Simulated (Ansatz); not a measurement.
Start from Mg2Ge in the anti-fluorite structure (space group Fm-3m, No. 225; a = 6.286 Å). Axes: x, y, z lie along the cube axes.

Method: LDA (Ansatz, a first-principles code; PAW; 420 eV plane waves; no SOC).

For the base:

- Volume per atom = 20.70 Å³
- Pressure = 0.0 GPa

Perturbation: biaxial strain +1.00 %, plane normal [001], relaxed out of plane (Cartesian); in-plane vectors clamped, the third vector and the atoms free.

Q: What does the calculation give for the volume per atom after the change?

A: The volume per atom goes up by 0.33 Å³, from 20.70 Å³ to 21.03 Å³.

Q: What does the calculation give for the pressure after the change?

A: The pressure (mean of the normal stresses, compression positive) goes from zero to -0.9 GPa.

No phonon test of stability was made. The final runs are not spin-polarised. Gaps under 0.05 eV, about the width of the smearing, are given as zero.
